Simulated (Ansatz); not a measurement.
The structure below was relaxed with Kohn–Sham DFT with the PBE functional, run in Ansatz (a quantum-chemistry and plane-wave program) with PAW and 420 eV plane waves, without spin-orbit coupling.

```yaml
crystal:
  lattice:
    - [-1.71758, 1.71758, 1.71758]
    - [1.71758, -1.71758, 1.71758]
    - [1.71758, 1.71758, -1.71758]
  atoms:
    - { symbol: Li, position: [0.00000, 0.00000, 0.00000] }
```

Task: Find the space group and the Wyckoff positions.

Result: Space group Im-3m (No. 229); a = b = c = 3.4352 Å, α = β = γ = 90.00°

```tsv
atom	site	symmetry	x	y	z
Li	2a	m-3m	0.0000	0.0000	0.0000
```

Whether these cells are dynamically stable was not tested. The cell was made from Rb by this change: Rb → Li.
